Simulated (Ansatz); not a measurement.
Worked example: self-consistent single point of YbSi₂Pt₂ (I4/mmm, 5 atoms in the cell) in Ansatz (a quantum-chemistry and plane-wave program).

Level of theory: LDA (PW92), PAW files made with PBE (plane waves; Ansatz).

The change in words: lattice scaled by 0.98. Reference geometry:
```yaml
crystal:
  lattice:
    - [-2.11565, 2.11565, 4.90413]
    - [2.11565, -2.11565, 4.90413]
    - [2.11565, 2.11565, -4.90413]
  atoms:
    - { symbol: Yb, position: [0.00000, 0.00000, 0.00000] }
    - { symbol: Si, position: [0.62178, 0.62178, 0.00000] }
    - { symbol: Si, position: [0.37822, 0.37822, 0.00000] }
    - { symbol: Pt, position: [0.75000, 0.25000, 0.50000] }
    - { symbol: Pt, position: [0.25000, 0.75000, 0.50000] }
```

Reference input (self-consistent single point, DFT, LDA (PW92), plane waves, PAW files made with PBE): kpoints.mp_grid.grid = 8 8 8; hamiltonian.xc = lda; hamiltonian.pseudopotentials = {kind: paw} (the program's default PAW files); scf.occupations.method = fermi_dirac; scf.occupations.width = 0.0073 Ry. This run's input differs from it in these lines:

```diff
@@ -3,5 +3,5 @@
   lattice:
-    - [-2.11565500, 2.11565500, 4.90413000]
-    - [2.11565500, -2.11565500, 4.90413000]
-    - [2.11565500, 2.11565500, -4.90413000]
+    - [-2.07334200, 2.07334200, 4.80604700]
+    - [2.07334200, -2.07334200, 4.80604700]
+    - [2.07334200, 2.07334200, -4.80604700]
   atoms:
```

The program printed (abridged):

```
SCF iter   1: F=—  HF=-39280.782843 eV  |F-HF|=—  |Δ(HF+E_count)|=         —  Δρ=1.49e-1  dr2=3.18e1  ethr=3.10e-3  ⟨swp⟩=7.4  Hψ=11792  notcnv=0
all-band conjugate gradients solve this SCF's bands
preconditioner: auto → Kerker (q_TF=auto, 2.641 Å⁻¹)
SCF iter   2: F=—  HF=-39278.033596 eV  |F-HF|=—  |Δ(HF+E_count)|=    2.75e0  Δρ=2.50e-1  dr2=4.36e1  ethr=3.10e-3  ⟨swp⟩=4.7  Hψ=6256  notcnv=0  defer=1
   [... lines left out ...]
SCF iter   9: F=—  HF=-39275.771401 eV  |F-HF|=—  |Δ(HF+E_count)|=   5.48e-5  Δρ=3.36e-4  dr2=1.00e-4  ethr=2.77e-7  ⟨swp⟩=2.1  Hψ=3760  notcnv=0  defer=30
SCF iter  10: F=—  HF=-39275.771408 eV  |F-HF|=—  |Δ(HF+E_count)|=   7.23e-6  Δρ=4.79e-5  dr2=3.76e-6  ethr=1.47e-7  ⟨swp⟩=2.1  Hψ=2728  notcnv=0  defer=33
SCF iter  11: F=—  HF=-39275.771407 eV  |F-HF|=—  |Δ(HF+E_count)|=   8.71e-7  Δρ=1.51e-5  dr2=2.89e-7  ethr=5.52e-9  ⟨swp⟩=2.0  Hψ=4378  notcnv=0  defer=32
SCF iter  12: F=-39275.771407 eV  HF=-39275.771407 eV  |F-HF|=9.41e-9  |Δ(HF+E_count)|=   4.80e-8  Δρ=2.95e-6  dr2=1.19e-8  ethr=1.47e-10  ⟨swp⟩=12.2  Hψ=15679  notcnv=0
SCF 1 converged in 12 iterations: F = -39275.771407 eV  dr2 = 1.19e-8
Free energy (F): -39275.771407 eV
Internal energy: -39275.607563 eV  (E = F + TS)
E sigma→0 (E₀):  -39275.689485 eV
Entropy (-TS):   -0.163844 eV (-32.769 meV/atom)
Fermi energy:    16.766558 eV
--- Forces (eV/Å), atoms counted from 1 ---
  atom   1  Yb    -0.00000000     0.00000000     0.00000000
  atom   2  Si     0.00000000     0.00000000    -0.34121622
  atom   3  Si    -0.00000000    -0.00000000     0.34121622
  atom   4  Pt     0.00000000    -0.00000000     0.00000000
  atom   5  Pt     0.00000000    -0.00000000     0.00000000
--- Stress (GPa, compression-positive) ---
       -0.350243      -0.000000      -0.000000
       -0.000000      -0.350243      -0.000000
        0.000000      -0.000000       1.008898
  P = ⅓ Tr σ = 0.1028 GPa (1.028 kbar)
  The stress holds the Pulay correction. Without it, at fixed plane waves, as pw.x and ABINIT print it: P = 0.0527 GPa
```

The run converged in 12 iterations. Against the reference run the free energy goes down by 29.2 meV/atom, the pressure goes from -8.64 to 0.10 GPa and the largest force goes from 0.200 to 0.341 eV/Å.

The starting cell comes from a database of computed structures (which also holds hypothetical and non-ambient phases and stackings), without a prior relaxation at this level. For this run, on top of that: lattice scaled by 0.98. Spin polarisation is off. Ansatz's pressure includes its estimate of the finite-basis (Pulay) stress.

Keys are those of Ansatz 0.2.
